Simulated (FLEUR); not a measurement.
A self-consistent single point of YAl₃ (Pm-3m, 4 atoms in the cell) with FLEUR.

Method of the run: LDA (Vosko-Wilk-Nusair), all-electron FLAPW (FLEUR), scalar-relativistic valence run with FLEUR.

The change in words: lattice scaled by 0.98. Reference geometry:
```
CELL_PARAMETERS angstrom
      4.20441     0.00000     0.00000
      0.00000     4.20441     0.00000
      0.00000     0.00000     4.20441
ATOMIC_POSITIONS crystal
  Y  0.00000 0.00000 0.00000
  Al 0.00000 0.50000 0.50000
  Al 0.50000 0.00000 0.50000
  Al 0.50000 0.50000 0.00000
```

Reference input (self-consistent single point, DFT, LDA (Vosko-Wilk-Nusair), all-electron FLAPW (FLEUR), scalar-relativistic valence): Kmax = 3.9 1/bohr; GmaxXC = 13.7 1/bohr; xcFunctional = vwn; jspins = 1; l_soc = F; mode = hist; fermiSmearingEnergy = 0.00367493 Htr; mesh (inpgen div1-3) = 6 6 6; inpgen gamma flag = true; Gmax = 13.7 1/bohr; numbands = 0; maxIterBroyd = 15. This run's input differs from it in these lines:

```diff
@@ -3,5 +3,5 @@
 &input film=f /
-7.9451909745 0.0000000000 0.0000000000
-0.0000000000 7.9451909745 0.0000000000
-0.0000000000 0.0000000000 7.9451909745
+7.7862876842 0.0000000000 0.0000000000
+0.0000000000 7.7862876842 0.0000000000
+0.0000000000 0.0000000000 7.7862876842
 1.0
@@ -46,5 +46,5 @@
          <bravaisMatrix>
-            <row-1>    7.9451909745000000     0.0000000000000000     0.0000000000000000</row-1>
-            <row-2>    0.0000000000000000     7.9451909745000000     0.0000000000000000</row-2>
-            <row-3>    0.0000000000000000     0.0000000000000000     7.9451909745000000</row-3>
+            <row-1>    7.7862876842000004     0.0000000000000000     0.0000000000000000</row-1>
+            <row-2>    0.0000000000000000     7.7862876842000004     0.0000000000000000</row-2>
+            <row-3>    0.0000000000000000     0.0000000000000000     7.7862876842000004</row-3>
          </bravaisMatrix>
```

Output (repeated stretches shortened):

```
 Iteration:     1   Distance:       4.12724198 me/bohr^3
 Iteration:     2   Distance:       3.84874640 me/bohr^3
 Iteration:     3   Distance:       1.85951821 me/bohr^3
 Iteration:     4   Distance:       0.85528034 me/bohr^3
 Iteration:     5   Distance:       0.58221875 me/bohr^3
   [... 5 lines left out ...]
 Iteration:    11   Distance:       0.00020303 me/bohr^3
 Iteration:    12   Distance:       0.00010991 me/bohr^3
 Iteration:    13   Distance:       0.00003161 me/bohr^3
 Iteration:    14   Distance:       0.00000198 me/bohr^3
 Run finished successfully
 Stop message:
   Structural relaxation: Done

[file out, last iteration]
             iter=     15
[...]
          total density-effective poten   -6.5932468296E+03
          total charge density-energy d   -1.5918122109E+02
 Updated energy parameters for spin:           1
[...]
 fermi energy and band-weighting factors:

[...]
FERMIE:
          first approx. to ef    (T=0)  :   0.330536 htr   (energy of the highest occ. eigenvalue)
          number of occ. states  (T=0)  :        201
          first approx. to seigv (T=0)  :  -2.879870 htr
          sum of weights of occ. states :  10.000000
          sum of semicore charge        :   0.000000 e
FERHIS:  Fermi-Energy by histogram:
          bandgap                     :   0.002868 htr
   [... lines left out ...]
          charge neutrality (T=0)     :   0.000000    (zero if the highest occ. eigenvalue is "entirely" occupied)
     EF_NEWTON:  Adjust Fermi-Energy by Newton-Method.
 Direct bandgap for spin            1 :    3.1209040184081771E-002  Htr
 ---->    free energy=                     -4107.7859752712 htr
   [... lines left out ...]
      extrapolation for T->0
 ---->    total electron energy=           -4107.7852500766 htr
 ***** TOTAL FORCES ON ATOMS *****
 TOTAL FORCE FOR ATOM TYPE=  1  X=  0.000   Y=  0.000   Z=  0.000
                       FX_TOT= 0.000000 FY_TOT= 0.000000 FZ_TOT= 0.000000
 TOTAL FORCE FOR ATOM TYPE=  2  X=  0.000   Y=  3.893   Z=  3.893
                       FX_TOT= 0.000000 FY_TOT= 0.000000 FZ_TOT= 0.000000
 Structural relaxation: Done
```

The run converged in 14 iterations. FLEUR gives forces in its relaxation mode, with a further iteration, so its stop message speaks of a relaxation. Against the reference run the free energy rises by 9.8 meV/atom.

The starting cell comes from a database of computed structures (which also holds hypothetical and non-ambient phases and stackings), without a prior relaxation at this level. Its lattice was rescaled by a random factor within 2.5 % of one. For this run, on top of that: lattice scaled by 0.98. Values depend on the basis (sphere radii, cutoffs, local orbitals), which need not be converged. The log's line on a gap gives a spacing of levels on this mesh, which the program prints for metals too.
